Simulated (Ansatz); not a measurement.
The starting structures come from a database of crystals and need not be the phases stable at ambient conditions.

Tunnelling through a barrier is set by its complex band structure: the current falls as exp(−2κd) with the smallest κ.

```xyz
4
Lattice="4.0593 0.0000 0.0000 0.0000 19.3617 0.0000 2.0297 6.4539 1.1718" Properties=species:S:1:pos:R:3 pbc="T T T"
Li     0.0000     9.6809     0.0000
Y      0.0000     0.0000     0.0000
Se     0.0000     4.8194     0.0000
Se     0.0000    14.5423     0.0000
```

Space group of this cell: R-3m. The cell is taken as given.

Transport runs along the normal of the first two printed cell vectors, the (100) plane of the conventional cell.

The gap is the functional's own, uncorrected, and κ follows it; spin-orbit coupling is left out. Mid-gap values are interpolated between the computed energies.

**Question.** Estimate the band gap and the smallest decay constant κ at mid-gap that Ansatz (a quantum-chemistry and plane-wave program) with r2SCAN returns for this system.

**Answer.** Gap 1.94 eV on a 24×24×24 mesh; κ = 0.209 1/Å, at the zone centre.
